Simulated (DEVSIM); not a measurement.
System: abrupt GaAs p-n junction, at 300 K.

Layer 1 from the left is GaAs, thickness (μm) 41.0, Na (cm⁻³) 2.5e15, τn (s) 6.8e-9, τp (s) 6.8e-9. Layer 2 from the left is GaAs, thickness (μm) 47.0, Nd (cm⁻³) 1.6e15, τn (s) 6.8e-9, τp (s) 6.8e-9.

Left contact: ohmic. Right contact: ohmic. Voltage is applied to the left contact. Recombination: SRH at mid-gap, radiative, Auger. Mobility is μmin + (μ − μmin)/(1 + (N/Nref)^α).

This is a model device: material constants are rounded textbook-type values typed into the input, and sizes, dopings and lifetimes were drawn at random. Values at 300 K.

GaAs: gap (eV) 1.424, affinity (eV) 4.07, permittivity 12.9, Nc (cm⁻³) 4.7e17, Nv (cm⁻³) 9e18, μn (cm²/Vs) 8500, μp (cm²/Vs) 400, μn,min 500, μp,min 20, Nref,n 6e16, Nref,p 1.5e17, αn 0.39, αp 0.38, B (cm³/s) 2e-10, Cn (cm⁶/s) 1e-30, Cp (cm⁶/s) 1e-30.

Problem. Estimate by hand the built-in potential, the peak field at zero bias, the capacitance at -3 V, and compare with a numerical solution.

Solution. 
- Built-in potential: ni = √(Nc Nv) exp(−Eg/2kT) = 2250000 cm⁻³ with Eg = 1.424 eV; Vbi = kT/q ln(Na Nd/ni²) = 1.065 V; numerical 1.065 V.
- Peak field at zero bias: depletion approximation: W = √(2εVbi/(qN)) = 1.25 μm with N = 9.76e14 cm⁻³; field = 2Vbi/W = 17100 V/cm; numerical 16700 V/cm (estimate above by 2.5 %).
- Capacitance at -3 V: C = √(qεN / 2(Vbi + |V|)) = 4.69 nF/cm²; numerical 4.72 nF/cm² (estimate below by 0.64 %).

Simulated with DEVSIM: 1D drift-diffusion, Boltzmann statistics, complete ionisation; no tunnelling, impact ionisation, image-force lowering or self-heating.
